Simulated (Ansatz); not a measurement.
# A computed series for Nb: pressure series

Consider Nb in the bcc (W type) structure (space group Im-3m, No. 229; a = 3.271 Å).

Cell and atoms are relaxed at each pressure.

The values are results of PBEsol (Ansatz, a program for electronic structure), no spin-orbit coupling, earlier PAW set, not measurements.

Two rows of this table had their results exchanged by mistake.

```csv
pressure,volume per atom (Å³),shortest distance (Å),band gap
pressure −2 GPa,17.70,2.844,zero
pressure −1 GPa,17.60,2.838,zero
pressure 3 GPa,17.23,2.818,zero
pressure 7 GPa,13.49,2.598,zero
pressure 15 GPa,16.29,2.766,zero
pressure 30 GPa,15.39,2.714,zero
pressure 50 GPa,14.44,2.657,zero
pressure 75 GPa,16.89,2.799,zero
pressure 100 GPa,12.78,2.551,zero
```

Q: Which two?

A: The rows for pressure 7 GPa and pressure 75 GPa: the volume has to fall steadily with pressure, so 16.89 Å³ belongs to pressure 7 GPa and 13.49 Å³ to pressure 75 GPa.

Load acts through the strain it causes; cell and atoms are relaxed under it. No phonon test of stability was made. Competing high-pressure phases were not computed. All final runs are without spin polarisation.
